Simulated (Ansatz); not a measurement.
The starting structures come from a database of crystals and need not be the phases stable at ambient conditions.

 Where the default PAW files enter, the runs use the earlier of Ansatz's two default sets.

# Evanescent states of NaSe (P6_3/mmc, not sure to be the ambient phase, 8 atoms a cell, 25.2 Å³ an atom) along the normal of (100)

Method: r2SCAN (plane waves, PAW; Ansatz, a first-principles code).

The gap is the functional's own. No spin-orbit coupling. Mid-gap values are interpolated on the energy grid.

Energies count from the valence-band top; κ is the least over a 8×4 mesh across the current.

| E (eV) | κ (1/Å) | where |
|---|---|---|
| 0.03 | 0.047 | Γ |
| 0.09 | 0.078 | Γ |
| 0.15 | 0.097 | Γ |
| 0.21 | 0.111 | Γ |
| 0.27 | 0.120 | Γ |
| 0.33 | 0.126 | Γ |
| 0.39 | 0.130 | Γ |
| 0.45 | 0.131 | Γ |
| 0.51 | 0.130 | Γ |
| 0.57 | 0.125 | Γ |
| 0.63 | 0.118 | Γ |
| 0.69 | 0.105 | Γ |
| 0.75 | 0.086 | Γ |
| 0.81 | 0.052 | Γ |

Task: How thick must the barrier be to attenuate the transmission by 10^6 when the electrodes' Fermi level lies at 0.45 eV, and what attenuation does that film give at 0.75 eV?

Result: d = 6 ln 10 / (2 × 0.131) = 52.7 Å. At 0.75 eV it gives 6 × 0.086/0.131 = 3.9 decades.
